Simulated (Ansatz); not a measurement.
Ge (model structure, I-43m, No. 217, 23 atoms in the cell) was calculated with r²SCAN (plane waves, PAW; Ansatz, a program for electronic structure).

Run with plane-wave cutoff 560 eV, 6×6×6 k mesh, Fermi–Dirac smearing 0.01 eV, scalar-relativistic PAW data made under PBE.

Cell (relaxed at this level):

```
Ge
1.0
   -5.24101     5.24101     5.24101
    5.24101    -5.24101     5.24101
    5.24101     5.24101    -5.24101
Ge
23
Direct
  0.00000   0.00000   0.00000
  0.27104   0.27104   0.27104
  0.00000   0.00000   0.72896
  0.00000   0.72896   0.00000
  0.72896   0.00000   0.00000
  0.50000   0.25000   0.75000
  0.50000   0.75000   0.25000
  0.75000   0.50000   0.25000
  0.25000   0.50000   0.75000
  0.25000   0.75000   0.50000
  0.75000   0.25000   0.50000
  0.44048   0.44048   0.16934
  0.27114   0.27114   0.83066
  0.72886   0.55952   0.00000
  0.55952   0.72886   0.00000
  0.16934   0.44048   0.44048
  0.83066   0.27114   0.27114
  0.00000   0.72886   0.55952
  0.00000   0.55952   0.72886
  0.44048   0.16934   0.44048
  0.27114   0.83066   0.27114
  0.55952   0.00000   0.72886
  0.72886   0.00000   0.55952
```

Predict the band gap, smallest direct gap on the k points sampled and direct gap at Γ.


- band gap = 1.24 eV (indirect)
- smallest direct gap on the k points sampled = 1.34 eV
- direct gap at Γ = 1.99 eV

Note: the relaxation could raise the start's symmetry but not lower it, so the cell can be a saddle point.

Spin–orbit coupling is not included.

The computed numbers hold no vibrational or temperature effects.

A model structure was made by putting elements into a prototype or built by hand; it is no filed structure, need not be a known phase, and can be a saddle point held by its symmetry.
